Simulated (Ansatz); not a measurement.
How the bulk modulus B0 of Hf (Fm-3m, No. 225, 1 atom in the cell; start COD 1534929; another form than the element's usual one) moves with the method

No measured value is used here.

| level (code) | value (GPa) | cell (Å³/atom) |
|---|---|---|
| LDA (Ansatz) | 116 | 20.74 |
| PBEsol (Ansatz) | 108 | 21.57 |
| r²SCAN (Ansatz) | 103 | 22.45 |

Density-functional levels without +SOC have no spin–orbit coupling. LDA, PBEsol, r²SCAN: the bulk modulus is −V dP/dV from two relaxed cells at ±2 % in volume. LDA, PBEsol, r²SCAN: the relaxation could not lower the start's symmetry, so the cell can be a saddle point above a distorted one. Each level is taken at its own relaxed cell. Cutoffs differ between the levels. Ansatz's density-functional and Hartree–Fock values are scalar-relativistic unless marked +SOC, with PAW data made under PBE.

Ansatz is a quantum-chemistry and plane-wave program.
